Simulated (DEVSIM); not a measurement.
Device: Si n-i-p diode, at 250 K.

| layer (left to right) | material | thickness (μm) | Nd (cm⁻³) | Na (cm⁻³) | τn (s) | τp (s) |
|---|---|---|---|---|---|---|
| 1 | Si | 0.210 | 9.1e18 | - | 5.5e-5 | 5.5e-5 |
| 2 | Si | 11.0 | - | 1.2e11 | 1.7e-5 | 5.5e-5 |
| 3 | Si | 1.80 | - | 4e18 | 5.5e-5 | 5.5e-5 |

Left contact: ohmic. Right contact: ohmic. Voltage is applied to the left contact. Recombination: SRH at mid-gap. Mobility is μmin + (μ − μmin)/(1 + (N/Nref)^α).

The device is made up for the run: typed textbook-type constants, with dimensions and the other settings drawn at random. Values at 300 K; Nc and Nv go as T^1.5, mobilities as T to minus their exponent, the gap by Varshni's rule with the affinity fixed.

```csv
parameter,Si
gap (eV),1.124
affinity (eV),4.05
permittivity,11.7
Nc (cm⁻³),2.86e19
Nv (cm⁻³),3.1e19
μn (cm²/Vs),1417
μp (cm²/Vs),470
"μn,min",52
"μp,min",45
"Nref,n",9.7e16
"Nref,p",2.2e17
αn,0.68
αp,0.72
T exponent of μn,2.3
T exponent of μp,2.2
Varshni α (eV/K),0.000473
Varshni β (K),636
```

Simulated with DEVSIM: 1D drift-diffusion, Boltzmann statistics, complete ionisation; no tunnelling, impact ionisation, image-force lowering or self-heating.

**Question.** Tabulate band edges, carrier densities and field at -0.9 V on the left contact.

**Answer.** Energies count from the Fermi level of the right contact; mesh points crowd at the junctions.

```tsv
x (μm)	Ec (eV)	Ev (eV)	n (cm⁻³)	p (cm⁻³)	field (V/cm)
0.000	0.919	-0.217	9.1e18	< 1e2	≈ 0
0.03519	0.919	-0.217	9.1e18	1.5e14	≈ 0
0.1050	0.919	-0.217	9.1e18	4.6e14	≈ 0
0.1770	0.919	-0.217	9.1e18	7.8e14	≈ 0
0.2207	1.000	-0.136	2.1e17	4.0e16	21000
0.2781	1.018	-0.118	9.1e16	9.1e16	28
0.4206	1.018	-0.118	9.1e16	9.1e16	≈ 0
1.048	1.018	-0.118	9.2e16	9.2e16	≈ 0
2.471	1.018	-0.118	9.2e16	9.2e16	≈ 0
5.930	1.018	-0.119	9.3e16	9.3e16	≈ 0
9.234	1.017	-0.119	9.3e16	9.3e16	≈ 0
10.69	1.017	-0.119	9.4e16	9.4e16	≈ 0
11.03	1.017	-0.119	9.4e16	9.4e16	≈ 0
11.15	1.017	-0.119	9.3e16	9.4e16	91
11.21	1.092	-0.044	2.9e15	3.0e18	33000
11.26	1.098	-0.038	2.1e15	4.0e18	≈ 0
11.36	1.098	-0.038	2.0e15	4.0e18	≈ 0
11.63	1.098	-0.038	1.7e15	4.0e18	≈ 0
12.48	1.098	-0.038	6.4e14	4.0e18	≈ 0
12.82	1.098	-0.038	2.3e14	4.0e18	≈ 0
12.95	1.098	-0.038	7.4e13	4.0e18	≈ 0
13.01	1.098	-0.038	< 1e2	4.0e18	≈ 0
```
